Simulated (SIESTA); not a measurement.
Band structure of Zn₇Tc (Fm-3m, 8 atoms in the cell).

```xyz
8
Lattice="0.0000 3.8229 3.8229 3.8229 0.0000 3.8229 3.8229 3.8229 0.0000" Properties=species:S:1:pos:R:3 pbc="T T T"
Zn     0.0000     1.9115     1.9115
Zn     1.9115     3.8229     1.9115
Zn     3.8229     1.9115     1.9115
Zn     1.9115     0.0000     1.9115
Zn     1.9115     1.9115     3.8229
Zn     1.9115     1.9115     0.0000
Zn     3.8229     3.8229     3.8229
Tc     0.0000     0.0000     0.0000
```

Method of the run: GGA PBEsol, numerical atomic orbitals DZP, PseudoDojo PBEsol standard norm-conserving potentials (rewritten from UPF to PSML) (SIESTA).

Settings: XC.functional = GGA; XC.authors = PBEsol; potentials = PseudoDojo PBEsol standard; PAO.BasisSize = DZP; PAO.EnergyShift = 0.01 Ry; MeshCutoff = 400 Ry; kgrid.MonkhorstPack = 6 6 6; OccupationFunction = FD; ElectronicTemperature = 100 meV; MaxSCFIterations = 150; SCF.Mixer.Method = Pulay; SCF.Mixer.Weight = 0.1; SCF.Mixer.History = 6; SCF.DM.Tolerance = 1.0E-04.

The starting cell comes from a database of computed structures (which also holds hypothetical and non-ambient phases and stackings), without a prior relaxation at this level. Spin polarisation is off. Values carry the incompleteness of an atom-centred basis.

Levels in eV from the Fermi level, bands 74 to 79:
```
point     74     75     76     77     78     79
-----  -----  -----  -----  -----  -----  -----
Γ      -2.78  -2.78  -1.38  -1.38  -0.48  -0.48
X      -1.88  -1.88  -1.33  -0.33   0.55   3.25
W      -2.13  -1.85  -1.34  -0.07   0.64   0.64
K      -2.03  -1.89  -1.32  -0.34   0.57   1.32
L      -2.13  -2.13  -1.74  -1.74   0.65   0.65
U      -2.03  -1.89  -1.32  -0.34   0.57   1.32
```

Bands cross the Fermi level along this path, so the cell is metallic at this level.

Higher empty bands are left out: an atom-centred basis made for the valence describes them poorly.
